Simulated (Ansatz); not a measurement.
The starting structures come from a database of crystals and need not be the phases stable at ambient conditions.

 Where the default PAW files enter, the runs use the earlier of Ansatz's two default sets.

```
AlGaN2
1.0
    3.14528     0.00000     0.00000
    0.00000     5.09689     0.00000
    1.57264     0.00000     2.72389
Al Ga N
1 1 2
Direct
  0.00000   0.00074   0.00000
  0.66667   0.50283   0.66667
  0.66667   0.88820   0.66667
  0.00000   0.37184   0.00000
```

Space group of this cell: P3m1. The cell is taken as given.

The current runs along the normal of the first two printed vectors, the (100) plane. All runs by Ansatz (a quantum-chemistry and plane-wave program), plane waves and PAW, without spin-orbit coupling; the base is r2SCAN.

| run | mean pressure (GPa) | gap (eV) | mid-gap κ (1/Å) |
|---|---|---|---|
| base | -0.4 | 3.37 | 0.222 |
| all lengths scaled by 0.98 | 13.5 | 3.84 | 0.246 |
| all lengths scaled by 1.02 | -11.1 | (withheld) | (withheld) |
| lda in place of r2scan | -5.0 | (withheld) | (withheld) |
| lengths across the current scaled by 0.98, ions clamped | 8.5 | (withheld) | (withheld) |
| lengths across the current scaled by 1.02, ions clamped | -7.7 | 3.00 | 0.206 |
| lengths along the current scaled by 0.97, ions clamped | 6.4 | 3.47 | 0.234 |
| lengths along the current scaled by 1.03, ions clamped | -5.9 | 3.11 | 0.210 |
| pbesol in place of r2scan | 0.1 | 2.82 | 0.199 |

Task: Some entries are withheld; supply them.

Result: 
- all lengths scaled by 1.02, gap (eV): 2.92
- all lengths scaled by 1.02, mid-gap κ (1/Å): 0.198
- lda in place of r2scan, gap (eV): 2.89
- lda in place of r2scan, mid-gap κ (1/Å): 0.205
- lengths across the current scaled by 0.98, ions clamped, gap (eV): 3.66
- lengths across the current scaled by 0.98, ions clamped, mid-gap κ (1/Å): 0.238
